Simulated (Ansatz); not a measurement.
Structure of amorphous Si$_{10}$Al$_{16}$O$_{44}$ (periodic cell):

```xyz
70
Lattice="10.0962 0.1591 -0.3631 0.1591 9.7094 0.2018 -0.3631 0.2018 9.9246" Properties=species:S:1:pos:R:3 pbc="T T T"
Si     0.0037     4.4358     8.4234
Si     0.0808     0.4368     8.5310
Si     5.5920     5.6169     2.0470
Si     9.8909     5.4858     2.3540
Si     6.3068     8.6893     9.1691
Si     2.6010     5.4516     6.8843
Si     5.2289     1.7456     8.1287
Si     2.2556     8.9038     2.5416
Si     1.0933     3.1357     1.2741
Si     9.1186     7.6558     8.1388
Al     7.9370     2.6243     9.1797
Al     5.0641     8.7361     1.8534
Al     1.4797     7.2405     4.6953
Al     2.3314     2.1971     3.6445
Al    -0.0130     0.2239     2.9851
Al     4.4416     3.2759     5.6137
Al     8.0682     5.6210    -0.0543
Al     7.1218     0.4771     1.7579
Al     7.2462     4.2084     6.9433
Al     3.0888     1.1839     0.2034
Al     7.2723     4.3606     4.1737
Al     8.3553     2.9464     1.9018
Al     5.2567     2.5614     2.7152
Al     5.1297     6.0331     8.7527
Al     0.0704     4.2090     5.1756
Al     9.6323     9.1630     5.7920
O      6.6177     8.8451     0.8906
O      5.0586     7.7839     8.7709
O      6.9631     2.8905     3.1369
O      2.5310     2.3433     1.5902
O      8.3913     0.4947     2.9269
O      8.8119     3.6472     7.7837
O      0.0029     2.0838     2.0022
O      1.8527     0.5184     3.3923
O      5.4469     0.6677     2.4029
O      0.2142     8.4760     8.9587
O      6.7320     5.5118     8.0851
O      6.0919     3.9591     5.5599
O      1.1448     2.9614     4.6253
O      4.8141     4.1680     2.0581
O      3.2873     4.5631     5.7465
O      0.3258     8.6279     4.6929
O      8.5650     3.9313     0.3379
O      8.9424     1.2203     8.9739
O      6.4833     2.8503     8.1069
O      4.3671     2.0144     6.8077
O      0.7804     8.8842     1.9082
O      2.0744     6.8705     6.2913
O      3.4311     9.3471     1.4375
O      0.8412     3.7055     9.6053
O     -0.1563     0.6237     6.9007
O      0.9911     4.6509     7.0978
O      4.8118     7.0501     2.0546
O      1.5136     1.0023     8.9940
O      6.6660     5.7017     3.2536
O      7.4538     1.8320     0.7593
O      8.5002     4.5398     5.4940
O      1.0899     4.5772     2.0273
O      7.7343     7.8121     9.0617
O      8.7814     7.8755     6.5708
O      9.0129     4.2490     3.0670
O      6.1234     0.3395     8.1030
O      3.5375     5.4869     8.2133
O      6.3002     5.6161     0.4963
O      4.0396     2.4638     4.0420
O      9.0244     6.3564     1.3453
O      4.2958     1.7412     9.4761
O      2.6442     7.6546     3.4627
O      0.4200     5.8397     4.2062
O      9.4644     6.0711     8.5480
```

Level of theory: PBE, scalar-relativistic without spin-orbit coupling (plane waves to 420 eV, PAW; Ansatz, a quantum-chemistry and plane-wave program).

Preparation: random packing, a CHGNet melt and quench, and a DFT relaxation. O atoms were pushed apart under 1.9 Å during the dynamics, to hinder bonds among them. It is a model cell: composition and starting density were chosen by hand, and all elements were melted together. No dispersion term was used. Its density started from a set value of 2.42 and ended at 2.42 g/cm³. The quench (nominally 1100 K/ps over its main leg) was far faster than any real one, so the model tends to hold more defects than a real film. A cell of this size samples the disorder only roughly. Volume and shape were free in the relaxation.

Bonds are counted up to Si-Si 2.60 Å, Si-Al 2.55 Å, Si-O 1.96 Å, Al-Al 2.66 Å, Al-O 2.36 Å, O-O 1.58 Å. Two cations that share two anions don't count as bonded, nor two that share one unless they lie closer than Si-Si 2.38 Å, Si-Al 2.48 Å, Al-Al 2.59 Å.

Question: Give the coordination numbers, mean bond lengths and angles.

Answer: 
```yaml
Mean coordination of Si by anions: 4.00 (10 with 4)
Mean coordination of Al by anions: 4.44 (1 with 3, 8 with 4, 6 with 5, 1 with 6)
Mean coordination of O: 2.52 (22 with 2, 21 with 3, 1 with 4)
Mean Al-O bond: 1.846 Å (spread 0.119 Å, 71 counted)
Mean Si-O bond: 1.648 Å (spread 0.043 Å, 40 counted)
Bond angle at Si: mean 109.3°, spread 6.6°
Bond angle at Al: mean 107.5°, spread 22.4°
Bond angle at O: mean 120.3°, spread 17.6°
```

Question: List the pairs of like atoms that count as bonded by the rules above.

Answer: There are none by these rules.
